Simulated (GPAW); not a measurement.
Worked example: self-consistent single point of K₃Cd (P1, 4 atoms in the cell) in GPAW.

Level of theory: LDA (Perdew-Wang 92), GPAW PAW datasets LDA (gpaw-data 1.0.1) (plane waves; GPAW 25.7.0).

The change in words: atoms moved at random. Reference geometry:
```
K3Cd
1.0
    0.00000     4.61034     4.61034
    4.61034     0.00000     4.61034
    4.61034     4.61034     0.00000
K Cd
3 1
Cartesian
  2.30517   2.30517   2.30517
  6.91551   6.91551   6.91551
  4.61034   4.61034   4.61034
  0.00000   0.00000   0.00000
```

Reference input (self-consistent single point, DFT LDA (Perdew-Wang 92), plane waves, GPAW PAW datasets LDA (gpaw-data 1.0.1)): mode = pw; ecut = 550 eV; xc = LDA; kpts = 4 4 4; mesh shift (steps) = 0 0 0; occupations.name = methfessel-paxton; occupations.width = 0.05 eV; occupations.order = 0; nbands = -12; convergence.density = 1e-05 e/electron; convergence.energy = 1e-05 eV/electron; symmetry.symmorphic = false. This run's input differs from it in these lines:

```diff
@@ -8,6 +8,6 @@
                     [4.610340, 4.610340, 0.000000]],
-              positions=[[2.305170, 2.305170, 2.305170],
-                         [6.915510, 6.915510, 6.915510],
-                         [4.610340, 4.610340, 4.610340],
-                         [0.000000, 0.000000, 0.000000]],
+              positions=[[2.292888, 2.336128, 2.328641],
+                         [6.875317, 6.916695, 6.925916],
+                         [4.652303, 4.549788, 4.609326],
+                         [0.010516, 0.028414, -0.032863]],
               pbc=True)
```

Output (repeated stretches shortened):

```
     iter     time        total  log10-change:
                         energy   eigst   dens
iter:   1 --:--:--    -5.959141
iter:   2 --:--:--    -5.905630   -1.78  -1.46
iter:   3 --:--:--    -5.501255   -1.57  -1.50
iter:   4 --:--:--    -5.507454   -2.30  -1.78
iter:   5 --:--:--    -5.530323   -2.41  -1.88
iter:   6 --:--:--    -5.498234   -2.96  -2.22
iter:   7 --:--:--    -5.495219   -3.65  -2.95
iter:   8 --:--:--    -5.494936   -4.11  -3.11
iter:   9 --:--:--    -5.495070c  -5.09  -3.43
iter:  10 --:--:--    -5.494769c  -4.59  -3.22
iter:  11 --:--:--    -5.494763c  -6.42  -3.98
iter:  12 --:--:--    -5.494763c  -6.60  -4.04
iter:  13 --:--:--    -5.494763c  -6.42  -4.07
iter:  14 --:--:--    -5.494761c  -7.49c -4.10
iter:  15 --:--:--    -5.494767c  -6.34  -4.15
iter:  16 --:--:--    -5.494761c  -6.45  -4.28
iter:  17 --:--:--    -5.494761c  -7.83c -5.41c
Converged after 17 iterations.

Dipole moment: (-0.404337, -0.909943, 1.136460) |e|*Ang

Energy contributions relative to reference atoms: (reference = -201057.976608)

Kinetic:         -8.239373
Potential:      +11.052400
External:        +0.000000
XC:              -6.389889
Entropy (-ST):   -0.015451
Local:           -1.910174
SIC:             +0.000000
--------------------------
Free energy:     -5.502486
Extrapolated:    -5.494761

Showing only first 2 kpts
 Kpt  Band  Eigenvalues  Occupancy
  0    17     -1.88695    2.00000
  0    18      2.80794    0.00000
  0    19      2.93195    0.00000
  0    20      2.93917    0.00000

  1    17     -1.63153    2.00000
  1    18      1.46573    2.00000
  1    19      2.83477    0.00000
  1    20      2.83588    0.00000

Fermi level: 1.96689

No gap
No difference between direct/indirect transitions
Energy (eV): -5.494761

Forces in eV/Ang:
  0 K     0.01581   -0.03681   -0.01655
  1 K     0.04186   -0.01141   -0.01166
  2 K    -0.04284    0.04377    0.01546
  3 Cd   -0.01488    0.00482    0.01251

Stress tensor:
     0.005326    -0.000048    -0.000149
    -0.000048     0.005330    -0.000155
    -0.000149    -0.000155     0.005293
Stress (GPa, Voigt): [ 0.8533  0.854   0.8481 -0.0248 -0.0238 -0.0076]
```

The run converged in 17 iterations. GPAW prints stress with tension positive. Against the reference run the free energy rises by 1.1 meV/atom, the pressure moves little (-0.86 to -0.85 GPa) and the largest force goes from 0.000 to 0.063 eV/Å.

The starting cell comes from a database of computed structures (which also holds hypothetical and non-ambient phases and stackings), without a prior relaxation at this level. For this run, on top of that: atoms moved at random.

Cost on one core of a shared machine: roughly 2 min.
